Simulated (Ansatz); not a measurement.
The reference is Rb in the bcc (W type) structure (space group Im-3m, No. 229; a = 5.6752 Å; relaxed with 0.1 eV smearing).

Computed with PBE (Ansatz, a program for electronic structure), spin-orbit coupling left out.

Strains are applied to the cell and any free atomic positions relax.

One change was made to it. Results:

```tsv
quantity	base	after
pressure	0.0 GPa	-0.2 GPa
energy relative to the base (free energy F)	0 meV/atom	+6.0 meV/atom
```

**Question.** What was done to the base?
A) isotropic strain +3.00 %
B) isotropic strain −2.50 %
C) isotropic strain +1.00 %

**Answer.** A, isotropic strain +3.00 %. For comparison, the energy relative to the base in the other runs: isotropic strain −2.50 % gives +4.6 meV/atom; isotropic strain +1.00 % gives +0.7 meV/atom.

No phonon test of stability was made. The final runs are not spin-polarised.
